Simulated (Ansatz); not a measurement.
## Competing hops of O vacancy in monoclinic ZrO2 strained by +1.5 % along x and y, z held, neutral cell

System: O vacancy in monoclinic ZrO2 strained by +1.5 % along x and y, z held (neutral cell). Method: PBE, PAW (plane waves to 420 eV; Ansatz, a program for electronic structure).

96-site cell at the strained lattice (strain from the relaxed PBE one, atoms relaxed), the Γ point alone, smearing 0.01 eV, spin-restricted, no finite-size correction. Energies are static. The charge state is imposed; whether it is stable for some Fermi level was not computed. Forms of the defect that were not tried may lie lower.

Barriers: single points on a 2×2×2 k-point mesh shifted by half a step at the bands' geometries (they differ from the bands' own by up to 0.15 eV, and are uncertain by about as much).

| Route | Start site over the lowest site run (eV) | Hop (Å) | Forward barrier (eV) | Backward barrier (eV) | Neighbours at the start | Neighbours at the saddle | Saddle order | Forward, on the band's own sampling (eV) |
|---|---|---|---|---|---|---|---|---|
| one O atom jumps into the vacancy from a nearby O site | 0.16 | 2.70 | 1.45 | 1.45 | O at 2.61, O at 2.62; Zr at 2.06, Zr at 2.11, Zr at 2.19 Å | Zr at 1.98, Zr at 2.28, Zr at 2.45 Å | not checked | 1.42 |
| one O atom jumps into the vacancy from a nearby O site | 0.00 | 2.44 | 1.85 | 1.85 | O at 2.57, 2 O at 2.70; Zr at 2.15, Zr at 2.20, Zr at 2.21, Zr at 2.47 Å | 2 Zr at 2.00 Å | not checked, on a symmetry element | 1.70 |

Paths come from climbing-image nudged elastic band runs. Of the routes that converged and passed our checks, the lowest saddle point lies 1.61 eV above the lowest of the sites run (one O atom jumps into the vacancy from a nearby O site); other sites, such as split forms, and other routes may lie lower. A band can be held on a symmetry element, so unchecked saddle points there may be too high. A further band (one O atom jumps into the vacancy from a nearby O site, 2.47 Å) gave 1.61 eV forward on its own sampling, 1.77 eV above the lowest site run, but at one of its points the charge lies in the host's bands or the defect's levels are part-filled, so it is not taken as a result. A further band (one O atom jumps into the vacancy from a nearby O site, 2.52 Å) gave 1.76 eV forward on its own sampling, 1.92 eV above the lowest site run, but at one of its points the charge lies in the host's bands or the defect's levels are part-filled, so it is not taken as a result.
